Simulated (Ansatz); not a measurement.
The starting structures come from a database of crystals and need not be the phases stable at ambient conditions.

The decay constant κ of evanescent states in the gap governs leakage through a thin film.

Input:

```yaml
crystal:
  lattice:
    - [6.45527, 0.00000, 0.00000]
    - [0.00000, 7.21806, 0.00000]
    - [0.00000, -3.60903, 6.25102]
  atoms:
    - { symbol: La, position: [0.33333, 0.50000, 0.00000] }
    - { symbol: La, position: [0.00000, 0.00000, 0.50000] }
    - { symbol: La, position: [0.66667, 0.50000, 0.50000] }
    - { symbol: P, position: [0.83333, 0.50000, 0.00000] }
    - { symbol: P, position: [0.50000, 0.00000, 0.50000] }
    - { symbol: P, position: [0.16667, 0.50000, 0.50000] }
    - { symbol: O, position: [0.02126, 0.31149, 0.44746] }
    - { symbol: O, position: [0.68793, 0.44746, 0.13597] }
    - { symbol: O, position: [0.35459, 0.13597, 0.68851] }
    - { symbol: O, position: [0.02126, 0.68851, 0.55254] }
    - { symbol: O, position: [0.68793, 0.55254, 0.86403] }
    - { symbol: O, position: [0.35459, 0.86403, 0.31149] }
    - { symbol: O, position: [0.31207, 0.55254, 0.68851] }
    - { symbol: O, position: [0.64541, 0.86403, 0.55254] }
    - { symbol: O, position: [0.97874, 0.31149, 0.86403] }
    - { symbol: O, position: [0.31207, 0.44746, 0.31149] }
    - { symbol: O, position: [0.64541, 0.13597, 0.44746] }
    - { symbol: O, position: [0.97874, 0.68851, 0.13597] }
```

Space group of this cell: P6_222. The cell is taken as given; by PBEsol its mean pressure is 0.6 GPa.

Transport runs along the normal of the first two printed cell vectors, the (100) plane of the conventional cell.

No gap correction and no spin-orbit coupling; mid-gap values are interpolated between computed energies.

Problem. Compute, with PBEsol (Ansatz, an electronic-structure program), the band gap and the smallest decay constant κ at mid-gap.

Solution. Gap 4.85 eV on a 6×6×6 mesh; κ = 0.461 1/Å, at the zone centre.
